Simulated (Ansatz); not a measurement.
The reference is ZnS in the wurtzite structure (space group P6_3mc, No. 186; a = 3.845 Å, c = 6.305 Å). Axes: x lies along a and z along c of the hexagonal cell.

Method: PBE (Ansatz, a quantum-chemistry and plane-wave program), without spin-orbit coupling.

It is then changed as follows: the cell is scaled by 0.9880 in all directions, atoms relaxed at fixed cell.

Q: Predict the stress tensor and what it implies for the stiffness.

A: Stress of the strained cell less that of the base (GPa, compression positive):
```
   2.68    0.00    0.00
   0.00    2.68    0.00
   0.00    0.00    2.79
```

Then B = −ΔP/(ΔV/V₀) with ΔV/V₀ = -0.0356 gives secant stiffness values (nonlinear terms included at this strain): B (at held cell shape, above the free-shape value) ≈ 76 GPa.

As a check, the harmonic strain energy −½ V₀ Δσ:ε is 6.2 meV/atom; the computed energy rise is 5.9 meV/atom.

Stability against distortions was not tested.
